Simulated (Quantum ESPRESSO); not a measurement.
Quantum ESPRESSO run on PtS2 (P-3m1, 3 atoms in the cell): self-consistent single point.

Method: PBE, spin-orbit coupling, PseudoDojo fully relativistic norm-conserving (PBE) pseudopotentials (plane waves; Quantum ESPRESSO 7.5).

```yaml
crystal:
  lattice:
    - [3.58213, 0.00000, 0.00000]
    - [-1.79106, 3.10221, 0.00000]
    - [0.00000, 0.00000, 5.09998]
  atoms:
    - { symbol: Pt, position: [0.00000, 0.00000, 0.00000] }
    - { symbol: S, position: [0.33333, 0.66667, 0.23000] }
    - { symbol: S, position: [0.66667, 0.33333, 0.77000] }
```

Reference input (self-consistent single point, DFT, PBE, plane waves, GBRV 1.5 ultrasoft (PBE) pseudopotentials): ecutwfc = 40 Ry; ecutrho = 320 Ry; occupations = smearing; smearing = fermi-dirac; degauss = 0.00147 Ry; potentials = {Pt: pt_pbe_v1.4.uspp.F.UPF, S: s_pbe_v1.4.uspp.F.UPF}; K_POINTS = automatic 6 6 4 0 0 0; conv_thr = 1e-09 Ry; mixing_beta = 0.7. This run's input differs from it in these lines:

```diff
@@ -13,4 +13,3 @@
   ntyp = 2,
-  ecutwfc = 40,
-  ecutrho = 320,
+  ecutwfc = 85,
   occupations = 'smearing',
@@ -18,2 +17,4 @@
   degauss = 0.00147,
+  noncolin = .true.,
+  lspinorb = .true.,
 /
@@ -24,4 +25,4 @@
 ATOMIC_SPECIES
-Pt   195.0840  pt_pbe_v1.4.uspp.F.UPF
-S     32.0600  s_pbe_v1.4.uspp.F.UPF
+Pt   195.0840  Pt.upf
+S     32.0600  S.upf
 ATOMIC_POSITIONS crystal
```

Output (repeated stretches shortened):

```
     Self-consistent Calculation

     iteration #  1     ecut=    85.00 Ry     beta= 0.70

     total energy              =    -305.55762456 Ry
     estimated scf accuracy    <       0.49082499 Ry

     iteration #  2     ecut=    85.00 Ry     beta= 0.70

     total energy              =    -305.56593671 Ry
     estimated scf accuracy    <       1.84949367 Ry

     iteration #  3     ecut=    85.00 Ry     beta= 0.70

     total energy              =    -305.84968518 Ry
     estimated scf accuracy    <       0.00390763 Ry

   [... 6 blocks of this kind left out ...]

     iteration # 10     ecut=    85.00 Ry     beta= 0.70

     total energy              =    -305.85180014 Ry
     estimated scf accuracy    <          1.6E-09 Ry

     iteration # 11     ecut=    85.00 Ry     beta= 0.70
     End of self-consistent calculation

     the Fermi energy is    10.8895 ev

!    total energy              =    -305.85180014 Ry
     estimated scf accuracy    <          1.8E-11 Ry
     smearing contrib. (-TS)   =      -0.00000000 Ry
     internal energy E=F+TS    =    -305.85180014 Ry

     convergence has been achieved in  11 iterations

     Forces acting on atoms (cartesian axes, Ry/au):

     atom    1 type  1   force =     0.00000000    0.00000000    0.00000000
     atom    2 type  2   force =     0.00000000   -0.00000000    0.02229046
     atom    3 type  2   force =    -0.00000000   -0.00000000   -0.02229046

     Total force =     0.031523     Total SCF correction =     0.000009

          total   stress  (Ry/bohr**3)                   (kbar)     P=       49.80
   0.00031894   0.00000000  -0.00000000           46.92        0.00       -0.00
   0.00000000   0.00031894  -0.00000000            0.00       46.92       -0.00
  -0.00000000  -0.00000000   0.00037779           -0.00       -0.00       55.57

   JOB DONE.
```

The run converged in 11 iterations. Against the reference run the pressure goes from 4.48 to 4.98 GPa, the largest force goes from 0.542 to 0.573 eV/Å and the gap on the mesh goes from 0.903 to 0.935 eV.

The starting cell has typed, rounded lattice constants, without a prior relaxation at this level. Its lattice was rescaled by a random factor within 2.5 % of one. With a pressure of about 5 GPa the cell is away from its equilibrium volume at this level.

Cost on one core of a shared machine: roughly 3 min.
